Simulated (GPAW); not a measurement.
Pressure against volume in rock-salt SnTe (space group 225) (GPAW, PBE)

```xyz
2
Lattice="0.0000 3.1038 3.1038 3.1038 0.0000 3.1038 3.1038 3.1038 0.0000" Properties=species:S:1:pos:R:3 pbc="T T T"
Sn     0.0000     0.0000     0.0000
Te     3.1038     3.1038     3.1038
```

Method of the run: PBE, GPAW PAW datasets PBE (gpaw-data 1.0.1) (plane waves; GPAW). Settings: mode = pw; ecut = 585 eV; xc = PBE; kpts = 9 9 9; mesh shift (steps) = 0 0 0; occupations.name = fermi-dirac; occupations.width = 0.01 eV; nbands = -6; convergence.density = 1e-05 e/electron; convergence.bands = -4; symmetry.symmorphic = false; symmetry.tolerance = 0.0005; maxiter = 120. The cell above is the first row's. The rows scale it uniformly. In all rows fractional positions and the k mesh are held.

| V (Å^3/atom) | P (GPa) |
|---|---|
| 29.901 | 4.46 |
| 30.551 | 3.23 |
| 31.201 | 2.12 |
| 31.851 | 1.14 |
| 32.501 | 0.25 |
| 33.151 | -0.54 |
| 33.801 | -1.25 |
| 34.451 | -1.89 |
| 35.101 | ? |

Q: Using a cubic, estimate the missing P at V = 35.101 from the other rows, showing the fit.

A: With u = V - 32.2, the rows have u = -2.2990, -1.6490, -0.9990, -0.3490, 0.3010, 0.9510, 1.6010, 2.2510. Least squares gives P = 0.649 - 1.3539·u + 0.11615·u² - 0.00699·u³. Residuals (row less fit): 0.000, 0.001, -0.004, 0.004, -0.002, 0.000, 0.000, 0.000; standard error 0.003 (degrees of freedom: 4). The fitted pressure is zero at V0 = 32.70, where dP/dV = -1.243, so B0 = -V0·dP/dV = 40.6 GPa. At the withheld row, u = 2.9010, so P = 0.649 - 1.3539 × 2.9010 + 0.11615 × 2.9010² - 0.00699 × 2.9010³ = -2.472 GPa. The calculation gives -2.47 GPa, which the fit meets to the printed digits. The row lies outside the fitted rows, so this is an extrapolation. From the scatter of the fitted rows alone, a prediction at this place has a standard error of 0.009 GPa, so the miss is 0.2 times that.

Carrying the step between the two nearest rows on in a straight line would have given -2.53, off by 0.06; series whose last step already gives the withheld value aren't shown. The scan was laid around a cell of about the measured size, scaled by a guess for this functional. This is the room-temperature phase, which distorts on cooling and is held here by symmetry. The runs keep the symmetry of the cell, so they don't test it for distortions. Spin-orbit coupling is off. Cutoffs and mesh are single choices, not tested for convergence of this quantity. Series with a scatter that would blur these digits, or in which a gap closes, are not shown.
